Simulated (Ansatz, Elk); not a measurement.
An Ansatz (a quantum-chemistry and plane-wave program) input for a self-consistent single point of HgTe (F-43m, 2 atoms in the cell) (DFT, PBE with spin-orbit coupling, plane waves, default PAW files):

Ansatz 0.2 input:
```yaml
# HgTe
crystal:
  lattice:
    - [0.000000, 3.345257, 3.345257]
    - [3.345257, 0.000000, 3.345257]
    - [3.345257, 3.345257, 0.000000]
  atoms:
    - { symbol: Hg, position: [0.000000, 0.000000, 0.000000] }
    - { symbol: Te, position: [0.250000, 0.250000, 0.250000] }
kpoints:
  mp_grid: { grid: [7, 7, 7] }
hamiltonian:
  xc: pbe
  pseudopotentials: { kind: paw }
magnetization:
  noncollinear: true
  spin_orbit: true
scf:
  occupations: { method: gaussian, width: 0.2 eV }
output:
  forces: true
  eigenvalues: true
  stress: true
```

Q: Give the Elk input for the same structure, mesh, smearing and functional.

A: This is the input that was run; spellings and numerical settings could be chosen otherwise.

```
tasks
  0

xctype
  20

spinorb
  .true.

rgkmax
  7.5

gmaxvr
  16.0

nxlo
  2

lorbcnd
  .true.

rmtscf
  0.95

lmaxi
  3

nempty
  10

stype
  0

swidth
  0.00734986

scale
  1.889726125

avec
    0.0000000000    3.3452570000    3.3452570000
    3.3452570000    0.0000000000    3.3452570000
    3.3452570000    3.3452570000    0.0000000000

sppath
  'species/'

atoms
  2   : nspecies
  'Hg.in'   : spfname
  1   : natoms; atposl, bfcmt below
  0.0000000000  0.0000000000  0.0000000000    0.0 0.0 0.0
  'Te.in'   : spfname
  1   : natoms; atposl, bfcmt below
  0.2500000000  0.2500000000  0.2500000000    0.0 0.0 0.0

ngridk
  7 7 7
```

Basis settings and potentials, where a program has them, do not carry over. This input uses DFT, PBE, spin-orbit coupling in second variation, all-electron FP-LAPW, Elk's shipped species files, APW+lo basis with extra local orbitals.

The starting cell comes from a database of computed structures (which also holds hypothetical and non-ambient phases and stackings), without a prior relaxation at this level. Its lattice was rescaled by a random factor within 2.5 % of one.
